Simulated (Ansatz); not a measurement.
## The (115) surface of diamond, 2 pairs of surface atoms bonded, H on all but both atoms of one pair (paired C at depth 0.0 Å) (bottom of the slab: built like the top, H on every dangling bond, free)

Calculation: PBE (plane waves to 420 eV, PAW; Ansatz, a quantum-chemistry and plane-wave program).

Model: 66-atom slab, 10.9 Å thick at the start with caps and adatoms (thin: gaps and levels are the slab's own), 5x4x1 mesh, Fermi-Dirac 0.025 eV, dipole correction, 12 atoms held, the rest relaxed; no symmetry held; no spin, no spin-orbit, no U. In PBE it lies 0.04 eV a 1x1 cell over the lowest computed structure of the same composition (2 pairs of surface atoms bonded, H on all but both atoms of one pair (paired C at depth 0.7 Å)).

```
Item                                                                             Result
-----------------------------------------------  --------------------------------------
gap of the slab on its k-mesh                                                   2.00 eV
highest filled level below the top vacuum level                                 4.51 eV
energy released by relaxation                                                   5.73 eV
cost                                             about 20 core-minutes (a rough figure)
```
